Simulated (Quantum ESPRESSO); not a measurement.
Quantum ESPRESSO is run on Nb (Im-3m, 1 atom in the cell), and the run fails. The aim is a self-consistent single point with DFT, PBEsol, plane waves, PseudoDojo standard norm-conserving (PBESOL) pseudopotentials.

Cell that was meant: a = 2.8970 Å, b = 2.8970 Å, c = 2.8970 Å, α = 70.53°, β = 109.47°, γ = 70.53°.

Part of the input:

```fortran
   celldm(1) = 6.321447581
   nat = 1
   ntyp = 1
   ecutwf = 85
   occupations = 'smearing'
   smearing = 'marzari-vanderbilt'
   degauss = 0.0073499
```

The program printed (abridged):

```
     This program is part of the open-source Quantum ESPRESSO suite
     for quantum simulation of materials; please cite

 %%%%%%%%%%%%%%%%%%%%%%%%%%%%%%%%%%%%%%%%%%%%%%%%%%%%%%%%%%%%%%%%%%%%%%%%%%%%%%
     Error in routine  read_namelists (1):
      bad line in namelist &system: "   ecutwf = 85" (error could be in the previous line)
 %%%%%%%%%%%%%%%%%%%%%%%%%%%%%%%%%%%%%%%%%%%%%%%%%%%%%%%%%%%%%%%%%%%%%%%%%%%%%%

     stopping ...
```

Question: Read the log: what does the program object to, and what is the fix?

Answer: The fault is a keyword that the program does not know. The program does not know a key of this name. To fix it, use the program's own name for the key. The program stopped before any SCF iteration.

The sound input it was made from differs as follows (other fixes are possible):
```diff
-   ecutwf = 85
+   ecutwfc = 85
```

With that input, the run converged in 9 iterations: free energy E − TS -1693.9148 eV; Fermi level (on the code's own zero) 17.01 eV; pressure -9.82 GPa (DFT, PBEsol, plane waves, PseudoDojo standard norm-conserving (PBESOL) pseudopotentials).

On the sound input: the starting cell comes from a database of computed structures (which also holds hypothetical and non-ambient phases and stackings), without a prior relaxation at this level. Its lattice was rescaled by a random factor within 2.5 % of one. Spin polarisation is off. With a pressure of about -10 GPa the cell is away from its equilibrium volume at this level.
